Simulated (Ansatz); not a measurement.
CsCl-type LiBr (model structure), treated with LDA (Ansatz, a program for electronic structure, plane waves, PAW).

Settings: plane-wave cutoff 500 eV, 10×10×10 k mesh, gaussian smearing 0.02 eV, scalar-relativistic PAW data made under PBE.

Cell (relaxed at this level):

```
CELL_PARAMETERS angstrom
      3.41215     0.00000     0.00000
      0.00000     3.41215     0.00000
      0.00000     0.00000     3.41215
ATOMIC_POSITIONS crystal
  Li 0.00000 0.00000 0.00000
  Br 0.50000 0.50000 0.50000
```

### Question
Estimate the band gap that the calculation returns.

### Answer

band gap: 3.08 eV (on the SCF k mesh)

Note: the relaxation could raise the start's symmetry but not lower it, so the cell can be a saddle point.

Spin–orbit coupling is not included.

Static lattice: no zero-point or thermal effects.

A model structure was made by putting elements into a prototype or built by hand; it is no filed structure, need not be a known phase, and can be a saddle point held by its symmetry.
